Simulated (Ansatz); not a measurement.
The parent structure is Re in the hcp (Mg type) structure (space group P6_3/mmc, No. 194; a = 2.752 Å, c = 4.440 Å; relaxed with 0.1 eV smearing).

Computed with Ansatz (a first-principles code), PBEsol, PAW, cutoff 420 eV, no spin-orbit coupling.

Strains are applied to the cell and any free atomic positions relax.

One change was made to it. Results:

The energy increases by 159 meV/atom; the pressure (mean of the normal stresses, compression positive) goes from zero to 43.5 GPa.

What was done to the base?
A. isotropic strain +2.00 %
B. isotropic strain −0.50 %
C. isotropic strain −1.50 %
D. isotropic strain −1.00 %
E. isotropic strain −3.00 %

E, isotropic strain −3.00 %. For comparison, the energy relative to the base in the other runs: isotropic strain −0.50 % gives +4.1 meV/atom; isotropic strain −1.00 % gives +17 meV/atom; isotropic strain +2.00 % gives +60 meV/atom; isotropic strain −1.50 % gives +38 meV/atom.

No phonon test of stability was made. All final runs are without spin polarisation.
